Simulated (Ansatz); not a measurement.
Start from Os in the hcp (Mg type) structure (space group P6_3/mmc, No. 194; a = 2.7543 Å, c = 4.3474 Å; relaxed with 0.1 eV smearing). Axes: x lies along a and z along c of the hexagonal cell.

Structures relaxed with Ansatz (an electronic-structure program), PBE, PAW, cutoff 420 eV, scalar-relativistic without spin-orbit coupling.

Base:

Simulated powder pattern, Cu Kα1, λ = 1.54056 Å (kinematic, ideal powder, no thermal factors, no anomalous dispersion; the 10 strongest lines at most, above 2 %, up to 2θ = 90°):

| 2θ (°) | I/Imax (%) | hkl |
|---|---|---|
| 37.68 | 24 | (100) |
| 41.51 | 25 | (002) |
| 43.23 | 100 | (101) |
| 57.30 | 15 | (102) |
| 68.02 | 18 | (110) |
| 76.92 | 19 | (103) |
| 80.46 | 2.9 | (200) |
| 82.93 | 22 | (112) |
| 84.09 | 16 | (201) |

The change: the cell is compressed by 2.00 % along x with no lateral relaxation; the atoms relax in the strained cell.

After the change:

Simulated powder pattern, Cu Kα1, λ = 1.54056 Å (kinematic, ideal powder, no thermal factors, no anomalous dispersion; the 10 strongest lines at most, above 2 %, up to 2θ = 90°):

```csv
2θ (°),I/Imax (%),hkl
37.68,12,(010)
38.28,24,(100)
41.51,39,(002)
43.23,52,(011)
43.76,100,(101)
57.73,15,(102)
68.42,18,(110)
77.30,20,(103)
83.30,22,(112)
85.57,16,(201)
```

The indices refer to the base's conventional cell; one index is shown for lines that coincide. The space group is now Cmcm (No. 63).

Whether these cells are dynamically stable was not tested. The final runs are not spin-polarised.
